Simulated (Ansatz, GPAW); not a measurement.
An Ansatz (a quantum-chemistry and plane-wave program) input for a self-consistent single point of HgS (F-43m, 2 atoms in the cell) (DFT, PBE, plane waves, default PAW files):

Ansatz 0.2 input:
```yaml
# HgS
crystal:
  lattice:
    - [0.000000, 2.866500, 2.866500]
    - [2.866500, 0.000000, 2.866500]
    - [2.866500, 2.866500, 0.000000]
  atoms:
    - { symbol: Hg, position: [0.000000, 0.000000, 0.000000] }
    - { symbol: S, position: [0.250000, 0.250000, 0.250000] }
basis:
  ecutwfc: 420.0 eV
kpoints:
  mp_grid: { grid: [5, 5, 5] }
hamiltonian:
  xc: pbe
  pseudopotentials: { kind: paw }
scf:
  occupations: { method: fermi_dirac, width: 0.01 eV }
output:
  forces: true
  eigenvalues: true
  stress: true
```

Task: Give the GPAW input for the same structure, mesh, smearing and functional.

Result: This is the input that was run; spellings and numerical settings could be chosen otherwise.

```python
from ase import Atoms
from ase.units import GPa
from gpaw import GPAW

atoms = Atoms(['Hg', 'S'],
              cell=[[0.000000, 2.866500, 2.866500],
                    [2.866500, 0.000000, 2.866500],
                    [2.866500, 2.866500, 0.000000]],
              scaled_positions=[[0.000000, 0.000000, 0.000000],
                                [0.250000, 0.250000, 0.250000]],
              pbc=True)

calc = GPAW(mode={'name': 'pw', 'ecut': 600},
            xc='PBE',
            kpts=(5, 5, 5),
            occupations={'name': 'fermi-dirac', 'width': 0.01},
            nbands=-6,
            convergence={'density': 1e-05, 'bands': -4},
            symmetry={'symmorphic': False, 'tolerance': 0.0005},
            maxiter=100,
            txt='-')

atoms.calc = calc

energy = atoms.get_potential_energy()
print('Energy (eV):', round(energy, 6))
forces = atoms.get_forces()
print('Forces (eV/Ang):')
print(forces.round(5))
stress = atoms.get_stress()
print('Stress (GPa, Voigt):', (stress / GPa).round(4))
```

Basis, cutoffs, solver keys and any potentials are the target program's own. This input uses DFT PBE, plane waves, GPAW PAW datasets PBE (gpaw-data 1.0.1). Both were run: pressure 9.30 GPa in Ansatz and 10.05 in GPAW. Ansatz's pressure is the one without its finite-basis correction.

On GPAW: the starting cell has typed, rounded lattice constants, without a prior relaxation at this level. For this run, on top of that: lattice scaled by 0.98. With a pressure of about 10 GPa the cell is away from its equilibrium volume at this level. The run gives no clean gap (levels at the Fermi energy touch, overlap or are partly filled at this smearing), which alone does not show that the compound is a metal.

On Ansatz: the starting cell has typed, rounded lattice constants, without a prior relaxation at this level. For this run, on top of that: lattice scaled by 0.98. With a pressure of about 9 GPa the cell is away from its equilibrium volume at this level. The run gives no clean gap (levels at the Fermi energy touch, overlap or are partly filled at this smearing), which alone does not show that the compound is a metal.
